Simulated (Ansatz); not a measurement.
This concerns the energy of the reaction as written. Reaction: 3 cell B → cell A. The sign is products less reactants.

Cell A: a sheet of composition Ta3, 3 atoms, hexagonal cell of 5.23 Å (23.7 Å²), symmetry P6/mmm within 0.02 Å, 0.0 Å thick under 16 Å of vacuum, in-plane vectors relaxed; planes from bottom to top: Ta3, all atoms in one plane; a model cell; spin state with PBE: no moments, k-point mesh 18×18×1.
```xyz
3
Lattice="5.2341 0.0000 0.0000 -2.6170 4.5328 0.0000 0.0000 0.0000 16.0000" Properties=species:S:1:pos:R:3 pbc="T T T"
Ta     2.6170     0.0000     8.0000
Ta    -1.3085     2.2664     8.0000
Ta     1.3085     2.2664     8.0000
```

Cell B: a sheet of composition Ta, 1 atom, hexagonal cell of 2.73 Å (6.5 Å²), symmetry P6/mmm within 0.02 Å, 0.0 Å thick under 16 Å of vacuum, in-plane vectors relaxed; planes from bottom to top: Ta; a model cell; spin state with PBE: no moments, k-point mesh 24×24×1.
```
Ta
1.0
    2.73431     0.00000     0.00000
   -1.36716     2.36798     0.00000
    0.00000     0.00000    16.00000
Ta
1
Cartesian
  0.00000   0.00000   8.00000
```

Plane-wave PAW calculations with Ansatz (a first-principles code), its default PAW set, cutoff 420 eV, 500 eV for r2SCAN. The structures are at rest with PBE; other levels are single points on them. Neutral cells; Fermi-Dirac smearing of at most 0.10 eV in the solids, energies taken to zero width. The lattices are those relaxed with PBE, so at other levels the solids can be strained, which adds to the spread. A dispersion term (D3(BJ), or D4 for r2SCAN) was computed beside these levels and is taken off wherever the name lacks it. Static lattices, no vibrational contributions. The runs are scalar-relativistic, without spin-orbit coupling. The cells' k-point meshes differ in density, so the last digit is unsettled. Cell A has symmetry P6/mmm within 0.02 Å and got no random move, so less symmetric positions, which may lie lower, weren't tried. Cell B has symmetry P6/mmm within 0.02 Å and got no random move, so less symmetric positions, which may lie lower, weren't tried.

**Question.** What value does PBE give?

**Answer.** 3.38 eV, for 3 cell B → cell A.

**Question.** What do the other levels give, and how wide is the spread?

**Answer.** 
```csv
Functional,value (eV),less PBE
r2SCAN,3.66,0.28
```

The levels shown span 0.28 eV, from PBE (3.38) to r2SCAN (3.66).
